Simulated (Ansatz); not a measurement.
Functionals compared on a constructed model of the (111) surface of fcc Au, a pseudomorphic layer of Si in the host's stacking (bottom of the slab: a bare face, its two planes held), in Ansatz (plane waves, PAW). The structure was relaxed with PBE; the other rows are single points on it. Cutoff 420 eV (500 eV for r2SCAN).

Slab: 7 atoms, 14.0 Å thick at the start; k 15x15x1, smearing 0.1 eV, dipole-corrected; 2 atoms held, the rest relaxed; start symmetry kept, larger cells not searched; no spin, no spin-orbit, no U. It is one candidate, not shown to be the stable structure of the face. These notes are the PBE run's.

```csv
functional,work function of the top face (eV),rough cost of the single point
PBE,4.71,–
RPBE,4.65,very roughly 30 core-seconds
r2SCAN,4.81,very roughly 60 core-seconds
```

Ansatz is a program for electronic structure.
